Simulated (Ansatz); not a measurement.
Density of states of CaZrN$_{2}$ (R-3m) below the valence band maximum, PBEsol, rigid bands (Ansatz, an electronic-structure program); cell volume 52.0 Å³.

```
energy from edge (eV)  10⁻³ states/eV/cell
---------------------  -------------------
0.006                                 19.3
0.031                                 47.5
0.056                                 66.4
0.081                                 83.6
0.106                                  100
0.131                                  117
0.156                                  134
0.181                                  150
0.206                                  169
0.231                                  189
0.256                                  212
0.281                                  276
0.319                                  348
0.344                                  396
0.369                                  444
0.394                                  496
0.419                                  556
0.444                                  623
0.469                                  703
0.494                                  814
0.519                                 1040
0.544                                 1280
0.569                                 1430
0.594                                 1600
```

Question: What effective density of states at 300 K does this give (∫ g(E) exp(−E/k_BT) dE, both spins, divided by the cell's size)?

Answer: 1.9e19 cm⁻³, a density-of-states mass of 0.84 mₑ, valleys and band degeneracy included.

Spin-orbit coupling is left out; where it splits the top of the valence band, N_v and the p-type Seebeck coefficient come out somewhat high without it. Geometry: cell and atoms relaxed with PBEsol.

Computed structure with no diffraction record at hand here (it may be known, metastable or hypothetical): CaZrN2 (R-3m).
